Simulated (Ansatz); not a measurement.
Consider GaSb in the zinc blende structure (space group F-43m, No. 216; a = 6.1324 Å).

The change: a hydrostatic pressure of 45 GPa.

Levels (all Ansatz, a first-principles code, PAW): r2SCAN (500 eV, without spin-orbit coupling); HSE06 (420 eV, scalar-relativistic without spin-orbit coupling).

The geometry is relaxed with r2SCAN.

- r2SCAN lowest conduction level above the VBM at special points = X 0.43 eV; U 1.04 eV; K 1.04 eV; Γ 2.68 eV

How does going to HSE06 change the lowest conduction level above the VBM at special points?

The lowest conduction level above the VBM at special points changes from X 0.43 eV; U 1.04 eV; K 1.04 eV; Γ 2.68 eV to X 0.72 eV; U 1.33 eV; K 1.33 eV; Γ 3.18 eV.

Single points use the geometry relaxed with r2SCAN. Their cutoffs differ, which shifts pressures a little. HSE06 gaps are upper bounds (no full band path). The levels and masses belong to the bands next to the band gap. Load acts through the strain it causes; cell and atoms are relaxed under it. No phonon test of stability was made. Tetrahedral semiconductors of this kind turn to denser phases somewhere between about 1 and 50 GPa; those were not computed, so compressed cells here can lie past the real transition.
